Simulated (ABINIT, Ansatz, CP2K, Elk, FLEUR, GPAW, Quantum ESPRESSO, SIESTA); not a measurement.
# Code comparison for KF (Fm-3m, 2 atoms in the cell)

Self-consistent single point.

```
KF
1.0
    0.00000     2.67500     2.67500
    2.67500     0.00000     2.67500
    2.67500     2.67500     0.00000
K F
1 1
Cartesian
  0.00000   0.00000   0.00000
  2.67500   2.67500   2.67500
```

All programs got the same cell, k-point mesh and kind of occupations (in Ansatz's words: kpoints.mp_grid.grid = 9 9 9; scf.occupations.method = fermi_dirac; scf.occupations.width = 0.01 eV); potentials, basis and cutoffs are each program's usual ones.

```json
[
 {"code": "FLEUR", "model": "PBE, all-electron FLAPW (FLEUR), scalar-relativistic valence", "pressure (GPa)": "–", "gap on the mesh (eV)": "6.319", "k-points": "35", "cutoff": "Kmax 3.8 1/bohr"},
 {"code": "ABINIT", "model": "PBE, PAW (JTH v2.0 PBE PAW)", "pressure (GPa)": "1.23", "gap on the mesh (eV)": "6.153", "k-points": "35", "cutoff": "24 Ha"},
 {"code": "GPAW", "model": "PBE, GPAW PAW datasets PBE (gpaw-data 1.0.1)", "pressure (GPa)": "–", "gap on the mesh (eV)": "6.163", "k-points": "35", "cutoff": "900 eV"},
 {"code": "CP2K", "model": "PBE, GPW, DZVP-MOLOPT-SR-GTH basis, GTH-PBE potentials (GTH_POTENTIALS)", "pressure (GPa)": "1.50", "gap on the mesh (eV)": "6.242", "k-points": "365", "cutoff": "grid 550 Ry"},
 {"code": "Ansatz", "model": "PBE, default PAW files", "pressure (GPa)": "0.95", "gap on the mesh (eV)": "6.163", "k-points": "35", "cutoff": "default"},
 {"code": "Quantum ESPRESSO", "model": "PBE, SSSP 1.1.2 efficiency (PBE) pseudopotentials", "pressure (GPa)": "1.08", "gap on the mesh (eV)": "6.157", "k-points": "35", "cutoff": "50 Ry"},
 {"code": "Elk", "model": "PBE, all-electron FP-LAPW, Elk's shipped species files, default APW+lo basis", "pressure (GPa)": "–", "gap on the mesh (eV)": "6.287", "k-points": "35", "cutoff": "rgkmax 7"},
 {"code": "SIESTA", "model": "GGA PBE, numerical atomic orbitals DZP, PseudoDojo PBE standard norm-conserving potentials (rewritten from UPF to PSML)", "pressure (GPa)": "-1.36", "gap on the mesh (eV)": "5.486", "k-points": "365", "cutoff": "grid 350 Ry"}
]
```

A dash marks a value that a program does not give, or that is left out as unsure.

Gaps are read on the mesh.

The spread over the programs that give each value: pressure within 2.86 GPa; gap on the mesh within 0.833 eV.

The starting cell has typed, rounded lattice constants, without a prior relaxation at this level.

Question: Why do the programs differ, and what cannot be compared?

Answer: Differences of this kind can come from the potentials, where these differ, and from what each basis and cutoff leave unconverged. The zero of total energies and Fermi levels follows the potentials and each program's conventions, so they are not compared here. CP2K and SIESTA use small atom-centred bases, whose incompleteness enters pressures, forces and empty levels differently from a plane-wave cutoff. FLEUR and Elk treat all electrons, but the usual bases taken here (sphere radii, linearisation, local orbitals, empty states) were not tested for convergence, so the values are no reference for the others. Ansatz's pressure is given at a fixed set of plane waves, as the other plane-wave codes print theirs; with its correction for the finite basis it is 1.26 GPa (the shift of 0.31 GPa shows how far the cutoff is from converged). The pressure of GPAW is left out: its cutoff lies under the one at which its stress was checked. The programs reduce the same mesh by symmetry to different extents, which changes the work and not the result. In the pressure, SIESTA (by 2.44) lies more than 1 GPa from the median of the plane-wave programs. In the gap, FLEUR (by 0.159), Elk (by 0.127) and SIESTA (by 0.674) lie more than 0.12 eV from the median of the plane-wave programs.

Ansatz is a first-principles code.

Keys are those of Ansatz 0.2.
